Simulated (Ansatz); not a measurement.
The parent structure is HfO₂ in the fluorite structure (space group Fm-3m, No. 225; a = 5.044 Å). Axes: x, y, z lie along the cube axes.

All numbers come from Ansatz (a quantum-chemistry and plane-wave program) PBEsol, scalar-relativistic without spin-orbit coupling.

For the base:

| Quantity | Value |
|---|---|
| Electron mass | 1.1 mₑ along k, 0.70 mₑ across (at X) |
| Shortest interatomic distance | 2.184 Å |
| Smallest direct gap | 3.69 eV |

One thing is altered: uniaxial strain ε_zz = +3.00 %, all other strain components held at zero; the atoms relax in the strained cell.

Problem. What does the calculation give for the electron mass, energy relative to the base, shortest interatomic distance and smallest direct gap after the change?

Solution. The electron mass becomes 0.40 mₑ along z, 1.1 mₑ across (at Γ) (base: 1.1 mₑ along k, 0.70 mₑ across (at X)); the energy rises by 17 meV/atom; the shortest interatomic distance rises by 0.022 Å (2.184 Å → 2.206 Å); the smallest direct gap shrinks by 0.22 eV (3.69 eV → 3.47 eV).

With Hf present, leaving out spin-orbit coupling can change the band edges. Masses are band curvatures over ±0.01 Å⁻¹ around the edge. Along k means along the line from Γ to the band edge. Whether these cells are dynamically stable was not tested. This is not the structure that HfO2 has at room temperature and ambient pressure.
